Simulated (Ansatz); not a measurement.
The starting structures come from a database of crystals and need not be the phases stable at ambient conditions.

Tunnelling through a barrier is set by its complex band structure: the current falls as exp(−2κd) with the smallest κ.

Given:

```
CELL_PARAMETERS angstrom
      3.93022     0.00000     0.00000
      1.96511     3.40367     0.00000
      1.96511     1.13456     6.41726
ATOMIC_POSITIONS crystal
  Ga 0.99756 0.99756 0.00733
  Ga 0.50249 0.50249 0.49252
  P  0.62502 0.62502 0.12493
  As 0.12493 0.12493 0.62521
```

Space group of this cell: R3m. The cell is taken as given; by LDA its mean pressure is -2.5 GPa.

Transport runs along the normal of the first two printed cell vectors, the (001) plane of the conventional cell.

No gap correction and no spin-orbit coupling; mid-gap values are interpolated between computed energies.

Q: Compute, with LDA (Ansatz, a program for electronic structure), the band gap and the smallest decay constant κ at mid-gap.

A: Gap 0.80 eV on a 10×10×10 mesh; κ = 0.055 1/Å, at the zone centre.
